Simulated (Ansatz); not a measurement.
Terminations of the (111) surface of fcc Au, measured from the surface 'clean 1x1'. Atoms come from or go to: Au: fcc Au, Ga: alpha gallium, Nb: bcc Nb, Rh: fcc Rh, Sc: hcp Sc, V: bcc V. ΔE is the energy of forming the row's surface from that one (negative: more stable at these reservoirs); the vacuum level's shift is aligned on the shared bottom. No zero-point or thermal terms. These are constructed structures in small cells; real faces may alloy, dewet or reconstruct in larger ones, and not all known structures of the face are among them. Slabs of about 12 Å with all that they carry, Fermi-Dirac smearing of 0.1 eV. Bottom of the slabs: a bare face, its two planes held. Relaxed from the named starts with such symmetry as they have, on meshes of like density; energies extrapolated to zero smearing; no spin-orbit coupling, no U. Spin-polarised runs, if any, are marked in brackets, and their order is one that fits the cell; the others ran without spin. A dash marks a value that is undefined for that row (no clear gap, or no work function of a gapped slab) or was not read reliably on its mesh.

Computed with PBE (plane waves to 420 eV, PAW; Ansatz, a first-principles code).

```json
[
 {"surface": "a pseudomorphic layer of V in the host's stacking [spin, 2.0 μB a cell]", "atoms added per 1x1": "+1 V", "ΔE per 1x1 (eV)": "(withheld)", "shift of the vacuum level (eV)": "-0.70", "work function (eV)": "4.47"},
 {"surface": "a pseudomorphic layer of Sc in the host's stacking", "atoms added per 1x1": "+1 Sc", "ΔE per 1x1 (eV)": "(withheld)", "shift of the vacuum level (eV)": "-1.34", "work function (eV)": "3.81"},
 {"surface": "a layer of Ga in place of the third plane", "atoms added per 1x1": "-1 Au, +1 Ga", "ΔE per 1x1 (eV)": "(withheld)", "shift of the vacuum level (eV)": "-0.02", "work function (eV)": "5.16"},
 {"surface": "a pseudomorphic layer of Nb in the host's stacking", "atoms added per 1x1": "+1 Nb", "ΔE per 1x1 (eV)": "0.85", "shift of the vacuum level (eV)": "-0.20", "work function (eV)": "4.97"},
 {"surface": "a layer of Rh in place of the second plane", "atoms added per 1x1": "-1 Au, +1 Rh", "ΔE per 1x1 (eV)": "0.57", "shift of the vacuum level (eV)": "-0.03", "work function (eV)": "5.12"}
]
```

Task: Complete the blanks.

Result: 
- a pseudomorphic layer of V in the host's stacking [spin, 2.0 μB a cell], ΔE per 1x1 (eV): 1.25
- a pseudomorphic layer of Sc in the host's stacking, ΔE per 1x1 (eV): 0.04
- a layer of Ga in place of the third plane, ΔE per 1x1 (eV): -0.17
